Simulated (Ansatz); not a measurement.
# fcc Al (1 1 1) on alpha quartz (1 0 0) (film strained to the substrate, started from cuts of the bulks and a machine-learned relaxation; slabs Si7O16 and Al16, which can lie off the formulas)

A periodic stack without vacuum, fcc Al (1 1 1) on alpha quartz (1 0 0) (film strained to the substrate, started from cuts of the bulks and a machine-learned relaxation; slabs Si7O16 and Al16, which can lie off the formulas): substrate slab Si7O16, film Al16, surface cells [[0, 1], [-1, 0]] and [[-2, 2], [-1, -1]], film strained by -3.6 and +1.4 %, outermost planes O/O and Al/Al as cut, which need not be the usual terminations and can put a slab off its formula.

The start was prepared with a machine-learned potential, and the result is one local minimum, with the in-plane cell held and forces under 0.04 eV/Å; the film can end far from its bulk form.

Computed with PBE (plane waves to 420 eV, PAW; Ansatz, a program for electronic structure). Spin–orbit coupling is left out; the runs are not spin-polarised; PBE gaps are too small against experiment. Its k-point mesh 6×6×1, Fermi–Dirac width 0.05 eV.

```
Item                                                                                       Value
-------------------------------------------------------------------------------  ---------------
interface area                                                                           27.7 Å²
period                                                                                   22.30 Å
heights between the nearest atoms of the two slabs at the two interfaces         1.65 and 1.44 Å
Al–O contacts across the interfaces within 1.22 times the sum of covalent radii   4, mean 1.73 Å
```

```
CELL_PARAMETERS angstrom
      5.50981     0.00024    -0.00902
     -0.00035     5.02084    -0.05388
     -0.49314    -1.49496    22.31824
ATOMIC_POSITIONS crystal
  Si 0.32886 0.87518 0.09544
  O  0.19266 0.07244 0.14500
  O  0.45476 0.05643 0.04665
  O  0.13714 0.67065 0.05848
  O  0.53970 0.70280 0.12708
  Si 0.33793 0.44709 0.29116
  Si 0.99904 0.12206 0.19852
  Si 0.66678 0.62181 0.18944
  O  0.20427 0.65814 0.33826
  O  0.87230 0.84177 0.21217
  O  0.46242 0.61462 0.24057
  O  0.13743 0.23960 0.25978
  O  0.79327 0.33050 0.17730
  O  0.54645 0.27769 0.32435
  Si 0.34441 0.04011 0.48788
  Si 0.01845 0.70449 0.39367
  Si 0.68016 0.20622 0.38675
  O  0.17496 0.23614 0.53113
  O  0.88960 0.42501 0.40700
  O  0.47869 0.20945 0.43887
  O  0.17184 0.81032 0.45363
  O  0.80783 0.91485 0.37625
  O  0.54903 0.90412 0.53018
  Al 0.62331 0.47457 0.65081
  Al 0.11296 0.75828 0.65017
  Al 0.10002 0.24779 0.60550
  Al 0.63338 0.95356 0.60491
  Al 0.61810 0.16027 0.74670
  Al 0.12057 0.16467 0.74460
  Al 0.37334 0.66712 0.75289
  Al 0.87275 0.67427 0.75339
  Al 0.62864 0.87614 0.85520
  Al 0.13881 0.86477 0.85887
  Al 0.37371 0.35940 0.85296
  Al 0.87863 0.36722 0.85130
  Al 0.62699 0.57625 0.95140
  Al 0.11558 0.58230 0.98197
  Al 0.39368 0.09737 0.97115
  Al 0.89284 0.08445 0.95416
```
